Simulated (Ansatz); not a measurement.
Take MoS₂ in the 3R-MoS2 type structure (space group R3m, No. 160; a = 3.1532 Å, c = 17.9937 Å (hexagonal axes); layered, stacked along the Cartesian z axis) as the base.

The change: the cell is scaled by 0.9814 in all directions, atoms relaxed at fixed cell.

Levels (all Ansatz, a program for electronic structure, PAW, earlier PAW set): PBE-D3(BJ) (420 eV, spin-orbit coupling left out); r2SCAN (500 eV, scalar-relativistic without spin-orbit coupling); HSE06 (420 eV, spin-orbit coupling left out); PBE+SOC (420 eV, noncollinear with spin-orbit coupling); HSE06+SOC (420 eV, noncollinear with spin-orbit coupling).

One geometry, relaxed with PBE-D3(BJ), under each level:

| level | band gap | lowest conduction level above the VBM at special points | hole mass |
|---|---|---|---|
| PBE-D3(BJ) | 0.64 eV | S₀ 1.22 eV; S₂ 1.22 eV; H₂ 1.25 eV; H₀ 1.25 eV | 1.0 mₑ along k, 0.58 mₑ across (at T) |
| r2SCAN | 0.75 eV | S₀ 1.29 eV; S₂ 1.29 eV; H₂ 1.32 eV; H₀ 1.32 eV | 0.91 mₑ along k, 0.57 mₑ across (at T) |
| HSE06 | 1.16 eV | S₀ 1.70 eV; S₂ 1.70 eV; H₂ 1.74 eV; Γ 2.75 eV | – |
| PBE+SOC | 0.61 eV | S₀ 1.20 eV; S₂ 1.20 eV; H₂ 1.24 eV; H₀ 1.24 eV | 1.00 mₑ along k, 0.58 mₑ across (at T) |
| HSE06+SOC | 1.12 eV | S₀ 1.67 eV; S₂ 1.67 eV; H₂ 1.72 eV; Γ 2.69 eV | – |

Single points use the geometry relaxed with PBE-D3(BJ). HSE06 was sampled on its mesh, a few special points and the semilocal edge points, so its gap is an upper bound. Differences between runs with and without spin-orbit coupling are approximate. The cells carry an imposed strain or load. Effective masses come from finite differences of ±0.01 Å⁻¹. Along k means along the line from Γ to the band edge. No phonon test of stability was made.
